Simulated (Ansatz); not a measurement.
Abridged Ansatz (an electronic-structure program) output:

```
Relaxation: its limit of steps is 50 (relax.max_steps)
Pseudopotential: Te, paw, valence charge 16
Pseudopotential: Pb, paw, valence charge 14
Crystal: 2 atoms, lattice volume = 64.587 Å³
Basis set: ecut = 420 eV, 1243 PW (Γ), exchange–correlation on 64×64×64 points (8 copies of the dense FFT grid, shifted against one another)
Bands: 19, of which v1, the nominal top of the filled ones, is band 15 counted from 1 (14 counted from 0)
Symmetry: 16 space group operations
k-points: 75 of 729
Functional: x = slater, c = lda
SCF iter   1: F=—  HF=-18430.273708 eV  |F-HF|=—  |Δ(HF+E_count)|=         —  Δρ=4.41e-3  dr2=6.68e-3  ethr=1.77e-3  ⟨swp⟩=6.7  Hψ=7561  notcnv=0
SCF iter   2: F=—  HF=-18430.269321 eV  |F-HF|=—  |Δ(HF+E_count)|=   4.39e-3  Δρ=1.82e-3  dr2=9.79e-4  ethr=2.23e-5  ⟨swp⟩=2.4  Hψ=3096  notcnv=0
SCF 1 converged in 8 iterations: F = -18430.269110 eV  dr2 = 2.85e-12
relax step   1: F+E_penalty+E_count = -18430.26910963 eV  Δ(F+E_penalty+E_count) = +0.000e0 eV  max|allowed force component| = 5.759e-29 eV/Å  Δτ_max = 0.0000 Å  (8 SCF iters, accepted)
SCF converged after 8 iterations
Free energy (F): -18430.269110 eV
Internal energy: -18430.269100 eV  (E = F + TS)
E sigma→0 (E₀):  -18430.269105 eV
Entropy (-TS):   -0.000010 eV (-0.005 meV/atom)
Fermi energy:    9.365049 eV
--- Forces (eV/Å), atoms counted from 1 ---
  atom   1  Te    -0.00000000    -0.00000000    -0.00000000
  atom   2  Pb    -0.00000000     0.00000000     0.00000000
--- Stress (GPa, compression-positive) ---
        0.021901       0.000000      -0.000000
        0.000000       0.021901      -0.000000
       -0.000000      -0.000000       0.708985
  P = ⅓ Tr σ = 0.2509 GPa (2.509 kbar)
--- Relaxed structure (1 steps of the walk, 1 accepted, 0 SCFs on fresh bases) ---
  atoms:
    - { symbol: Te, position: [0.5, 0.5, 0.4999999999999999] }
    - { symbol: Pb, position: [0.0, 0.0, 0.0] }
```

### Question
What was computed, and what are the main results?

### Answer
PbTe, 2 atoms in the cell, with LDA, PAW, 420 eV (Ansatz; without spin-orbit coupling). The last SCF converged to F = -18430.269110 eV, or -9215.1346 eV per atom, at a pressure of 0.25 GPa. The total energy compares only with runs of the same code, potentials and settings.

Spin-orbit coupling, missing from the scalar runs, can matter with Pb and Te. The cells carry an imposed strain or load. No phonon test of stability was made. The cell was made from PbTe in the rock salt structure (space group Fm-3m, No. 225) by this change: uniaxial strain ε_zz = −0.50 %.

Keys are those of Ansatz 0.2.
